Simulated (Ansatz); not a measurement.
Consider GaN in the CsCl type structure (space group Pm-3m, No. 221; a = 2.7425 Å; a hypothetical phase, not in the database extracts checked).

(Cell as relaxed with PBE.)

Levels (all Ansatz, an electronic-structure program, PAW): PBE (420 eV, scalar-relativistic without spin-orbit coupling); PBEsol (420 eV, no spin-orbit coupling).

Each level relaxes its own structure.

| base | PBE | PBEsol |
|---|---|---|
| volume per atom | 10.31 Å³ | 9.88 Å³ |
| lattice parameter a | 2.742 Å | 2.703 Å |
| band gap | zero | zero |

One thing is altered: cell and atoms relaxed at a pressure of 10 GPa.

```json
[
 {"quantity": "volume per atom", "PBE": "9.72 Å³", "PBEsol": "[?]"},
 {"quantity": "band gap", "PBE": "zero", "PBEsol": "[?]"}
]
```

Q: Given the PBE results, estimate those of PBEsol.

A: 
- volume per atom, PBEsol: 9.37 Å³
- band gap, PBEsol: zero

PBE's volume per atom lies 0.35 Å³ above PBEsol's (3.8 %); the two agree on the band gap. Neither level is exact; PBEsol is the comparison here, not a measurement.

Load acts through the strain it causes; cell and atoms are relaxed under it. No phonon test of stability was made. Competing high-pressure phases were not computed. The final runs are not spin-polarised.
